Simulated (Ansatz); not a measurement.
The parent structure is ZrS2 in the CdI2 type structure (space group P-3m1, No. 164; layered, stacked along the Cartesian z axis).

```yaml
crystal:
  lattice:
    - [3.67430, 0.00000, 0.00000]
    - [-1.83715, 3.18204, 0.00000]
    - [0.00000, 0.00000, 5.86030]
  atoms:
    - { symbol: Zr, position: [0.00000, 0.00000, 0.00000] }
    - { symbol: S, position: [0.33333, 0.66667, 0.24615] }
    - { symbol: S, position: [0.66667, 0.33333, 0.75385] }
```

Method: Ansatz (an electronic-structure program), r2SCAN+rVV10, PAW, cutoff 500 eV, scalar-relativistic without spin-orbit coupling.

For the base:

| Property | Result |
|---|---|
| Width of the top valence band | 1.97 eV |
| Band gap | 1.17 eV |

It is then changed as follows: the cell is scaled by 0.9808 in all directions; the atoms relax in the strained cell.

Task: What does the calculation give for the energy relative to the base after the change?

Result: The energy increases by 12 meV/atom.

Task: Predict the new largest internal atomic displacement.

Result: The largest internal atomic displacement is 0.054 Å.

Task: Predict the new width of the top valence band.

Result: The width of the top valence band increases by 0.17 eV (1.97 eV → 2.14 eV).

Task: Estimate the effect on the band gap.

Result: The band gap decreases by 0.25 eV (1.17 eV → 0.92 eV).

Gaps are Kohn–Sham eigenvalue differences; semilocal functionals usually give less than the measured gap. No phonon test of stability was made.
